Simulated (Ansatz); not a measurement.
An Ansatz (a quantum-chemistry and plane-wave program) input (Kohn–Sham DFT with the PBEsol functional, run in Ansatz with PAW and 420 eV plane waves, no spin-orbit coupling):

Ansatz 0.2 input:
```yaml
crystal:
  lattice:
    - [3.039042774, 0, 0]
    - [-1.519521387, 2.6318882455, 0]
    - [0, 0, 4.9872108411]
  atoms:
    - { symbol: Si, position: [0.3333333333, 0.6666666667, 0.9995917081] }
    - { symbol: Si, position: [0.6666666667, 0.3333333333, 0.4995917081] }
    - { symbol: C, position: [0.3333333333, 0.6666666667, 0.3754082919] }
    - { symbol: C, position: [0.6666666667, 0.3333333333, 0.8754082919] }
basis: { ecutwfc: 420, ecutrho_ratio: 4, xc_grid: 2, fft_grid_basis: typed }
kpoints: { mp_grid: { grid: [12, 12, 7] } }
hamiltonian:
  xc: pbesol
  dispersion: none
  pseudopotentials: { kind: paw }
scf: { occupations: { method: fermi_dirac, width: 0.05 }, convergence: { dr2_threshold: 0.0000000004 } }
relax: { f_tol: 0.005, max_steps: 50 }
output: { forces: true, stress: true }
checkpoint: { write: state.ck, write_every: 1000 }
```

Task: Which symmetry and how many k-points will the program report, and about how many plane waves at Γ?

Result: Space group P63mc (ITA 186) with 12 operations, k-points 76 of 1008, and 785 plane waves at Γ.

Task: And the final pressure?

Result: 8.64 GPa (compression positive).

The cells carry an imposed strain or load. No phonon test of stability was made. The cell was made from SiC in the wurtzite structure (space group P6_3mc, No. 186) by this change: isotropic strain −1.20 %.
